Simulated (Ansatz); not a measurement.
Cells marked so need not be the phases stable at ambient conditions, and some may be hypothetical.

 Where the default PAW files enter, the runs use the earlier of Ansatz's two default sets.

No gap correction and no spin-orbit coupling; mid-gap values are interpolated between computed energies.

A. Li2TiGeO5 (P4/nmm, not sure to be the ambient phase, 18 atoms a cell, 11.2 Å³ an atom, -6 GPa at this level), along the normal of (100)
B. RuSe$_{2}$ (Pa-3, not sure to be the ambient phase, 12 atoms a cell, 17.7 Å³ an atom), along the normal of (001)
C. Mg(AlC)₂ (P-3m1, not sure to be the ambient phase, 5 atoms a cell, 11.6 Å³ an atom, -3 GPa at this level), along the normal of (110)

Q: Order them by mid-gap decay constant of the slowest evanescent state (highest first) at the level r2SCAN in Ansatz (a program for electronic structure).

A: A (0.46 1/Å), C (0.21 1/Å), B (0.14 1/Å)
